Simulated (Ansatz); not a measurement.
Response to strain in InPd3

Base system: InPd3 in the Cu3Au type structure (space group Pm-3m, No. 221; a = 3.971 Å; a cell from a computed database, its experimental status unchecked; relaxed with 0.1 eV smearing). Axes: x, y, z lie along the cube axes.

Strains are applied to the cell and any free atomic positions relax; under biaxial strain the out-of-plane vector relaxes too; under stress the whole cell relaxes.

Calculations: Kohn–Sham DFT with the PBEsol functional, run in Ansatz (a quantum-chemistry and plane-wave program) with PAW and 420 eV plane waves, no spin-orbit coupling.

Notes on the quantities. pressure: mean of the normal stresses, compression positive; energy relative to the base: free energy F.

| variant | pressure | shortest interatomic distance | space group | energy relative to the base |
|---|---|---|---|---|
| base | 0.0 GPa | 2.808 Å | Pm-3m (No. 221) | 0 meV/atom |
| biaxial strain −0.42 %, plane normal [001], relaxed out of plane | 0.4 GPa | 2.796 Å | P4/mmm (No. 123) | +0.2 meV/atom |
| biaxial strain +1.05 %, plane normal [001], relaxed out of plane | -0.8 GPa | ? | P4/mmm (No. 123) | +1.2 meV/atom |
| biaxial strain −2.35 %, plane normal [111], relaxed out of plane | 5.4 GPa | 2.742 Å | R-3m (No. 166) | +18 meV/atom |
| uniaxial strain ε_xx = −4.55 % | 9.1 GPa | 2.745 Å | P4/mmm (No. 123) | +23 meV/atom |
| uniaxial strain ε_zz = +2.69 % | -4.2 GPa | 2.808 Å | P4/mmm (No. 123) | ? |
| uniaxial stress, 2 GPa compression along x | – | 2.784 Å | P4/mmm (No. 123) | +3.3 meV/atom |

Question: Complete the table.

Answer: 
- biaxial strain +1.05 %, plane normal [001], relaxed out of plane, shortest interatomic distance: 2.800 Å
- uniaxial strain ε_zz = +2.69 %, energy relative to the base: +6.9 meV/atom

Stability under load was not tested beyond the relaxation. The final runs are not spin-polarised.
